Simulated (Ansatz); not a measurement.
## Si: strain along the normal

Si (diamond, Fd-3m, 20.172 Å³/atom and stress up to 0.01 GPa in the relaxed cell) under an equal strain ε in the (001) plane with the normal axis free, as in a coherent film. r2SCAN in Ansatz, a plane-wave DFT program (PAW, default set), 500 eV, 10×10×10 Γ-centred mesh, Fermi-Dirac smearing 0.05 eV; ions are relaxed, or left where forces stay under 0.02 eV/Å, within the symmetry of each cell.

Here s stands for strain and y for normal strain.

| strain (%) | normal strain (%) |
|---|---|
| -3.00 | ? |
| -1.50 | 1.09 |
| -1.00 | 0.73 |
| -0.50 | 0.36 |
| 0.00 | 0.00 |
| 0.50 | -0.37 |
| 1.00 | -0.73 |
| 1.50 | -1.11 |

Task: Using a straight line, estimate the missing y at s = -3.00 from the other rows, showing the fit.

Result: Means: s 0, y -0.004. About the means, the sum of products is -5.1250 and the sum of squares of s is 7.0000; the slope is their ratio. Least squares gives y = -0.004 - 0.7321·s. Residuals (row less fit): -0.004, 0.002, -0.002, 0.004, 0.000, 0.006, -0.008; standard error 0.005 (degrees of freedom: 5). The slope, -0.732 ± 0.002, is the elastic response of the normal axis, −2C12/C11 for this plane. At the withheld row, y = -0.004 - 0.7321 × (-3.0) = 2.192%. The calculation gives 2.19%, which the fit meets to the printed digits. The row lies outside the fitted rows, so this is an extrapolation. The scatter of the fitted rows lies at the last printed digit.

Rows are the converged runs of the series near zero and its far end; series whose fitted rows scatter by over a few per cent of the range, as at a crossing or softening among them, aren't shown in this form, nor equations of state whose B0' disagrees with the runs' pressures. Most that stay on the fit to the last digits aren't either.
